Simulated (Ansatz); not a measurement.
Where the default PAW files enter, the runs use the earlier of Ansatz's two default sets.

```
Al2O3
1.0
    4.80503     0.00000     0.00000
   -2.40252     4.16128     0.00000
    2.40251     1.38709     4.37208
Al O
4 6
Direct
  0.70420   0.85210   0.44370
  0.29580   0.14790   0.55630
  0.29580   0.64790   0.05630
  0.70420   0.35210   0.94370
  0.50000   0.44386   0.75000
  0.50000   0.55614   0.25000
  0.80614   0.05614   0.75000
  0.19386   0.94386   0.25000
  0.19386   0.75000   0.75000
  0.80614   0.25000   0.25000
```

Space group of this cell: R-3c, corundum. The cell is taken as given; by r2SCAN its mean pressure is -7.1 GPa.

All values below come from r2SCAN (plane waves, PAW; Ansatz, a program for electronic structure).

The current runs along the normal of the first two printed vectors; no spin-orbit coupling. Scaled by the factor s: all lengths (ions clamped). The meshes follow the cell: 10×10×10 and 12×12 across at s = 0.98, 8×8×8 and 12×12 across at s = 1.00, 8×8×8 and 12×12 across at s = 1.02.

```tsv
s	mean pressure (GPa)	band gap (eV)
0.98	8.6	7.55
1.00	-7.1	6.76
1.02	-19.1	?
```

### Question
Take the slope of the band gap against ln s from the two given rows, extrapolate to s = 1.02, and say what the run there gives.

### Answer
Slope = (7.55 − 6.76) / ln 0.98 = -39.1 eV. The line gives 6.76 + (-39.1) × ln 1.02 = 5.99 eV. The run gives 6.02 eV, 0.03 eV over the line, 4 % of the predicted step.
